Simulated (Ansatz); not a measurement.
The parent structure is PbTe in the rock salt structure (space group Fm-3m, No. 225; a = 6.442 Å).

Level of theory: Ansatz (a quantum-chemistry and plane-wave program) PBEsol, no spin-orbit coupling, earlier PAW set.

Base values:

| Item | Value |
|---|---|
| Valley order | L along ⟨111⟩ 0.65 eV; a point along ⟨110⟩, about 0.6 Å⁻¹ from Γ 1.25 eV; a point along ⟨100⟩, about 0.3 Å⁻¹ from Γ 1.71 eV |
| Electron mass | 0.26 mₑ along k, 0.098 mₑ across (at L) |

Now apply this change: a hydrostatic pressure of 5 GPa.

Q: Estimate the effect on the mean gap deformation potential ΔEg/Δln V.

A: The mean gap deformation potential ΔEg/Δln V is +2.5 eV.

Q: How does this affect the valley order?

A: The valley order (the lowest conduction-band minima on the path, energy above the VBM, named in the base's zone) becomes L along ⟨111⟩ 0.43 eV; a point along ⟨110⟩, about 0.5 Å⁻¹ from Γ 1.11 eV; a point along ⟨100⟩, about 0.3 Å⁻¹ from Γ 1.64 eV (base: L along ⟨111⟩ 0.65 eV; a point along ⟨110⟩, about 0.6 Å⁻¹ from Γ 1.25 eV; a point along ⟨100⟩, about 0.3 Å⁻¹ from Γ 1.71 eV).

Q: Predict the new electron mass.

A: The electron mass goes from 0.26 mₑ along k, 0.098 mₑ across (at L) to 0.19 mₑ along k, 0.094 mₑ across (at L).

Spin-orbit coupling, missing from the scalar runs, can matter with Pb and Te. Load acts through the strain it causes; cell and atoms are relaxed under it. Masses are band curvatures over ±0.01 Å⁻¹ around the edge. Along k means along the line from Γ to the band edge. Stability against distortions was not tested. No other phases were tried under pressure.
